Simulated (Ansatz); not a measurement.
## Ga2O3: transverse stress against strain

Ga2O3 (corundum, R-3c, 9.411 Å³/atom at rest, c along z) under a strain ε along c (axis z), the other axes held. LDA in Ansatz, a plane-wave DFT program (PAW, default set), 420 eV, 8×8×8 Γ-centred mesh, Fermi-Dirac smearing 0.05 eV; ions are relaxed within the symmetry of each cell. Stress is positive for a compressed cell.

Here s stands for strain and y for stress xx.

| strain (%) | stress xx (GPa) |
|---|---|
| -3.00 | ? |
| -1.50 | 2.29 |
| -0.75 | 1.11 |
| 0.00 | 0.00 |
| 0.75 | -1.06 |
| 1.50 | -2.06 |

### Question
Fit y against s with a straight line, and predict the withheld value at s = -3.00.

### Answer
Means: s 0, y 0.056. About the means, the sum of products is -8.1525 and the sum of squares of s is 5.6250; the slope is their ratio. Least squares gives y = 0.056 - 1.4493·s. Residuals (row less fit): 0.060, -0.033, -0.056, -0.029, 0.058; standard error 0.063 (degrees of freedom: 3). The slope gives the elastic constant C13 = 145 ± 3 GPa. At the withheld row, y = 0.056 - 1.4493 × (-3.00) = 4.404 GPa. The calculation gives 4.84 GPa, 0.436 GPa above the prediction (6.3 % of the range of y in the table). The row lies outside the fitted rows, so this is an extrapolation. From the scatter of the fitted rows alone, a prediction at this place has a standard error of 0.106 GPa, so the miss is 4.1 times that.

One order more, fitted to all 9 runs of the series, follows each within 0.01, so the miss is the next term of a smooth law. Ga2O3 is here the metastable α form; monoclinic β is stable. Rows are the converged runs of the series near zero and its far end; series whose fitted rows scatter by over a few per cent of the range, as at a crossing or softening among them, aren't shown in this form. Most that stay on the fit to the last digits aren't either.
